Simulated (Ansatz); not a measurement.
H2O on the 1x1 (10-10) surface of wurtzite ZnO (cut with top plane O + Zn), one in a 2x1 cell, energies for each (34.7 Å²). Energies are against H2O(g), without zero-point or thermal terms; each row is named by its start (#2, #3: further inequivalent places of a kind). No converged result for: 3 more starts.

Host crystal: wurtzite ZnO, with a band gap (PBE, scalar-relativistic without spin-orbit coupling).

Calculation: PBE (plane waves to 420 eV, PAW; Ansatz, an electronic-structure program).

Slab: 35 atoms, 9.4 Å thick at the start under the adsorbate (thin: gaps and levels are the slab's own); k 3x4x1, smearing 0.01 eV, dipole-corrected; 16 atoms held, the rest relaxed; each run with such symmetry as its start has; no spin, no spin-orbit, no U, no dispersion correction.

A negative adsorption energy means that the adsorbate is more stable on the surface than in its reference. Starts that drift may end in the same place. Heights count from the host atoms within 0.3 Å of the top one.

```
starting site          E_ads (eV)  height (Å)  nearest host atom (Å)  bonded to  change of the vacuum step (eV)  lateral drift (Å)
---------------------  ----------  ----------  ---------------------  ---------  ------------------------------  -----------------
top O                       -0.56        2.06                Zn 2.22         Zn                           -0.72                1.6
top Zn                      -0.56        2.06                Zn 2.22         Zn                           -0.74                0.2
top Zn #2                   -0.96        1.57                Zn 2.08         Zn                           -0.83                2.1
over O at depth 0.9 Å       -0.96        1.58                Zn 2.08         Zn                           -0.83                1.8
hollow O-O-Zn-Zn-Zn         -0.56        2.07                Zn 2.22         Zn                           -0.74                1.7
```
